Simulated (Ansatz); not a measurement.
# (Ca,Ba)F2: BaCaF₄

A 24-atom cell of (Ca,Ba)F2 started in the fluorite structure, site fractions Ca 0.500, Ba 0.500, short-range order -0.17 among the nearest mixed sites of the first mixed sublattice (0 is random, a negative value favours unlike neighbours), space group Imma at the end, an ordered arrangement that its symmetry holds.

Computed with r2SCAN (plane waves to 500 eV, PAW; Ansatz, a first-principles code). Spin–orbit coupling is left out. Its k-point mesh 4×4×4, Fermi–Dirac width 0.01 eV.

The volume per atom is 16.52 Å³. The Ca–F bonds (within 1.22 times the sum of covalent radii) is 2.436 Å on average, from 2.322 to 2.553 (32) and the Ba–F bonds (within 1.22 times the sum of covalent radii) comes out as 2.622 Å on average, from 2.595 to 2.653 (32).

```xyz
24
Lattice="0.0028 5.7992 5.8468 5.8496 0.0000 5.8496 5.8468 5.7992 0.0028" Properties=species:S:1:pos:R:3 pbc="T T T"
Ca     0.0000     0.0000     0.0000
Ba     2.9234     2.8996     0.0014
Ba     2.9248     0.0000     2.9248
Ba     5.8482     2.8996     2.9262
Ca     0.0014     2.8996     2.9234
Ba     2.9248     5.7992     2.9248
Ca     2.9262     2.8996     5.8482
Ca     5.8496     5.7992     5.8496
F      4.3626     4.3496     4.5785
F      7.2816     7.3535     4.4177
F      7.1208     4.3496     7.3367
F     10.2645     7.3535     7.2844
F      4.5034     7.1285     7.1959
F      7.3367    10.1489     7.1208
F      7.1987     7.1285    10.3502
F     10.4281    10.1489    10.2122
F      1.2712     1.4496     1.4871
F      4.5006     4.4700     1.3491
F      4.3626     1.4496     4.5785
F      7.1959     4.4700     4.5034
F      1.4348     4.2450     4.4148
F      4.5785     7.2489     4.3626
F      4.4177     4.2450     7.2816
F      7.3367     7.2489     7.1208
```
